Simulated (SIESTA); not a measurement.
Cost against accuracy: kgrid.MonkhorstPack for VNiP (Pnma, 12 atoms in the cell)

Cell: a = 5.8484 Å, b = 3.4920 Å, c = 6.8388 Å, α = 90.00°, β = 90.00°, γ = 90.00°.

Method of the run: LDA PW92, numerical atomic orbitals DZP, PseudoDojo LDA standard norm-conserving potentials (rewritten from UPF to PSML) run with SIESTA 5.4.2.

Base settings: XC.functional = LDA; XC.authors = PW92; potentials = PseudoDojo LDA standard; PAO.BasisSize = DZP; PAO.EnergyShift = 0.01 Ry; MeshCutoff = 350 Ry; kgrid.MonkhorstPack = 3 5 3; OccupationFunction = FD; ElectronicTemperature = 100 meV; MaxSCFIterations = 150.

Misses are taken against the tightest run, 8 12 7, which need not be fully converged itself. The energy is the free energy per atom.

Core times come from one kind of shared machine and are given to one figure; runs under 30 s give none.

The starting cell comes from a database of computed structures (which also holds hypothetical and non-ambient phases and stackings), without a prior relaxation at this level. Its lattice was rescaled by a random factor within 2.5 % of one. Spin polarisation is off, so a magnetic state, if there is one, cannot be reached. Values carry the incompleteness of an atom-centred basis. In the base run, with a pressure of about -14 GPa the cell is away from its equilibrium volume at this level. Without a gap this mesh is coarse (it stands for a supercell whose shortest vector is 17 Å).

```csv
kgrid.MonkhorstPack,energy less reference (meV/atom),pressure less reference (GPa),largest difference in the force on any atom (eV/Å),core time / reference (rough)
1 1 1,478.17,1.28,2.017,0.1
1 2 1,58.60,2.03,0.752,0.1
2 2 2,-1.07,-0.39,0.160,0.2
2 3 2,0.52,-0.04,0.120,0.2
2 4 2,3.24,0.08,0.055,0.2
3 4 3,-0.04,0.01,0.021,0.3
3 5 3,0.03,0.01,0.012,0.2
4 6 4,0.12,0.00,0.005,0.4
5 8 4,-0.07,0.00,0.003,0.5
6 9 5,0.00,0.00,0.001,0.5
6 10 6,0.01,0.00,0.000,0.6
8 12 7,0.00,0.00,0.000,1
```

Coarsest setting among those run that, with all tighter ones, holds the energy within 5 meV/atom of the reference: 2 2 2, off by 1.1 meV/atom; it needs about 0.2 of the reference's time.

Coarsest setting among those run that, with all tighter ones, holds the energy within 2 meV/atom of the reference: 3 4 3, off by 0.04 meV/atom; it needs about 0.3 of the reference's time. The coarser 2 2 2 also lies inside, but a setting between leaves the range again, so that is luck.

The step from 1 1 1 to 5 8 4: it takes the miss in the energy from 480 to 0.07 meV/atom, for roughly 3 times the time.
